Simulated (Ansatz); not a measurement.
The starting structures come from a database of crystals and need not be the phases stable at ambient conditions.

Tunnelling through a barrier is set by its complex band structure: the current falls as exp(−2κd) with the smallest κ.

Consider the following.

```xyz
14
Lattice="4.3142 0.0000 0.0000 0.0000 15.7332 0.0000 0.0000 0.0000 4.3142" Properties=species:S:1:pos:R:3 pbc="T T T"
Ba     2.1571     5.3529     0.0000
Ba     0.0000    10.3803     2.1571
Ba     0.0000    14.2840     2.1571
Ba     2.1571     1.4492     0.0000
In     2.1571    12.4837     0.0000
In     0.0000     3.2495     2.1571
Br     0.0000     6.6751     2.1571
Br     2.1571     9.0581     0.0000
O      0.0000     3.6185     0.0000
O      2.1571     3.6185     2.1571
O      2.1571    12.1147     2.1571
O      0.0000    12.1147     0.0000
O      0.0000     1.1370     2.1571
O      2.1571    14.5962     0.0000
```

Space group of this cell: P4/nmm. The cell is taken as given; by r2SCAN its mean pressure is -3.0 GPa.

Transport runs along the normal of the first two printed cell vectors, the (100) plane of the conventional cell.

No gap correction and no spin-orbit coupling; mid-gap values are interpolated between computed energies.

**Question.** Predict the band gap and the smallest decay constant κ at mid-gap from r2SCAN (Ansatz, a first-principles code).

**Answer.** Gap 2.34 eV on a 8×2×8 mesh; κ = 0.251 1/Å, at the zone centre.
